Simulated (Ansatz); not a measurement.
Input:

```xyz
3
Lattice="0.0000 3.6313 3.6313 3.6313 0.0000 3.6313 3.6313 3.6313 0.0000" Properties=species:S:1:pos:R:3 pbc="T T T"
K      1.8157     1.8157     1.8157
K      5.4470     5.4470     5.4470
S      0.0000     0.0000     0.0000
```

No spin polarisation.

Calculations: PBEsol (Ansatz, an electronic-structure program; PAW; 420 eV plane waves; spin-orbit coupling left out). k-mesh 8×8×8 (Γ-centred); smearing 0.05 eV (Fermi–Dirac).

Task: Predict the band gap.

Result: 2.42 eV.

Task: What pressure does the calculation give?

Result: 0.65 GPa.

The cells carry an imposed strain or load. Whether these cells are dynamically stable was not tested. The cell was made from K₂S in the anti-fluorite structure (space group Fm-3m, No. 225) by this change: isotropic strain −1.00 %.
